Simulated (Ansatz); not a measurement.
The (0001) surface of wurtzite ZnO, Zn-terminated, 2x2 Zn vacancy (bottom of the slab: 2 H on 4 bottom sites)

The numbers are results of r2SCAN, at the PBE geometry (plane waves to 500 eV, PAW; Ansatz, a first-principles code), not measurements.

Set-up: 41 atoms, 12.3 Å thick at the start with caps and adatoms (thin: gaps and levels are the slab's own); mesh 4x4x1; 0.025 eV smearing; dipole correction on; single point; on the structure that PBE left under its start's symmetry; no spin, no spin-orbit, no U. It is one candidate, not shown to be the stable structure of the face.

```json
{
 "gap_of_the_slab_on_its_k_mesh": "0.92 eV",
 "highest_filled_level_below_the_top_vacuum_level": "4.97 eV",
 "cost": "roughly 10 core-minutes"
}
```
